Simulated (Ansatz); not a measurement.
The parent structure is YN in the rock salt structure (space group Fm-3m, No. 225).

```
CELL_PARAMETERS angstrom
      0.00000     2.44783     2.44783
      2.44783     0.00000     2.44783
      2.44783     2.44783     0.00000
ATOMIC_POSITIONS crystal
  N  0.00000 0.00000 0.00000
  Y  0.50000 0.50000 0.50000
```

Calculations: Ansatz (a quantum-chemistry and plane-wave program), r2SCAN, PAW, cutoff 500 eV, no SOC.

Before the change:

- Density: 5.83 g/cm³
- Gap character: indirect, Γ → X
- Smallest direct gap: 0.98 eV

Modification: cell and atoms relaxed at a pressure of 5 GPa.

Q: What does the calculation give for the density, gap character and smallest direct gap after the change?

A: The density grows by 0.16 g/cm³ (5.83 g/cm³ → 5.99 g/cm³); the gap character remains indirect, Γ → X; the smallest direct gap drops by 0.07 eV, from 0.98 eV to 0.91 eV.

Load acts through the strain it causes; cell and atoms are relaxed under it. Stability against distortions was not tested. No other phases were tried under pressure.
